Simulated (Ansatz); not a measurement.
Base system: ZnS (space group R3m, No. 160; a = 3.784 Å, c = 27.900 Å (hexagonal axes)).

It is then changed as follows: every lattice vector is stretched by 0.98 %; the atoms relax in the strained cell.

Levels (all Ansatz, a first-principles code, PAW): PBEsol (420 eV, without spin-orbit coupling); r2SCAN (500 eV, scalar-relativistic without spin-orbit coupling); HSE06 (420 eV, spin-orbit coupling left out).

At the geometry relaxed with PBEsol, these levels gave the following band gaps, in shuffled order: (a) 2.70 eV, (b) 2.00 eV, (c) 3.37 eV.

Match each gap to its level.

(a) r2SCAN; (b) PBEsol; (c) HSE06.

Single points use the geometry relaxed with PBEsol. Whether these cells are dynamically stable was not tested. This is not the structure that ZnS has at room temperature and ambient pressure.
